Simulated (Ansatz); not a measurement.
Start from InSb in the zinc blende structure (space group F-43m, No. 216; a = 6.5189 Å). Axes: x, y, z lie along the cube axes.

Level of theory: DFT with PBEsol, PAW potentials and a 420 eV plane-wave cutoff in Ansatz (an electronic-structure program), no SOC.

Base values:

The volume per atom is 34.63 Å³.

Modification: biaxial strain +0.42 %, plane normal [111], relaxed out of plane (Cartesian); in-plane vectors clamped, the third vector and the atoms free.

Problem. What does the calculation give for the energy relative to the base after the change?

Solution. The energy increases by 0.3 meV/atom.

Problem. What does the calculation give for the volume per atom after the change?

Solution. The volume per atom rises by 0.205 Å³ (34.63 Å³ → 34.83 Å³).

No phonon test of stability was made. All final runs are without spin polarisation.
